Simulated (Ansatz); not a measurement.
LiNbO3 (R-3, No. 148, 10 atoms in the cell; start mp-1078377; a measured phase of this formula has another space group)

Level of theory: HSE06 in Ansatz (plane waves, PAW).

Settings: plane-wave cutoff 460 eV, 6×6×6 k mesh, Fermi–Dirac smearing 0.01 eV, no spin polarisation, scalar-relativistic PAW data made under PBE.

Cell (relaxed with PBEsol):

```yaml
crystal:
  lattice:
    - [2.59746, 1.49964, 4.72608]
    - [-2.59746, 1.49964, 4.72608]
    - [0.00000, -2.99929, 4.72608]
  atoms:
    - { symbol: Li, position: [0.64322, 0.64322, 0.64322] }
    - { symbol: Li, position: [0.35678, 0.35678, 0.35678] }
    - { symbol: Nb, position: [0.85558, 0.85558, 0.85558] }
    - { symbol: Nb, position: [0.14442, 0.14442, 0.14442] }
    - { symbol: O, position: [0.04309, 0.43890, 0.78429] }
    - { symbol: O, position: [0.95691, 0.56110, 0.21571] }
    - { symbol: O, position: [0.78429, 0.04309, 0.43890] }
    - { symbol: O, position: [0.21571, 0.95691, 0.56110] }
    - { symbol: O, position: [0.43890, 0.78429, 0.04309] }
    - { symbol: O, position: [0.56110, 0.21571, 0.95691] }
```

| Quantity | Value |
|---|---|
| band gap | 5.52 eV (on the SCF k mesh) |
| Γ–Γ gap | 6.25 eV |

Note: cell and atoms aren't relaxed at this level (largest force component 0.27 eV/Å, pressure -1.4 GPa).

Spin–orbit coupling is not included.

The computed numbers hold no vibrational or temperature effects.

A start named mp-… is a Materials Project structure, which need not be a measured phase.

Ansatz is a first-principles code.
